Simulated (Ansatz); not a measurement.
Start from BeS in the zinc blende structure (space group F-43m, No. 216; a = 4.838 Å). Axes: x, y, z lie along the cube axes.

Level of theory: PBEsol (Ansatz, a first-principles code, PAW, no spin-orbit coupling).

Base values:

- Valence-band top at Γ = 0.00, 0.00, 0.00 eV
- Band gap = 2.91 eV

Perturbation: compressive biaxial strain of 0.42 % in the plane normal to [111], as in epitaxy on a mismatched substrate; the out-of-plane cell vector and the atoms relax.

**Question.** What does the calculation give for the valence-band top at Γ after the change?

**Answer.** The valence-band top at Γ (three highest levels, from the VBM) becomes 0.00, 0.00, -0.05 eV (base: 0.00, 0.00, 0.00 eV).

**Question.** What does the calculation give for the band gap after the change?

**Answer.** The band gap shrinks by 0.03 eV (2.91 eV → 2.88 eV).

Gaps are Kohn–Sham eigenvalue differences; semilocal functionals usually give less than the measured gap. Whether these cells are dynamically stable was not tested.
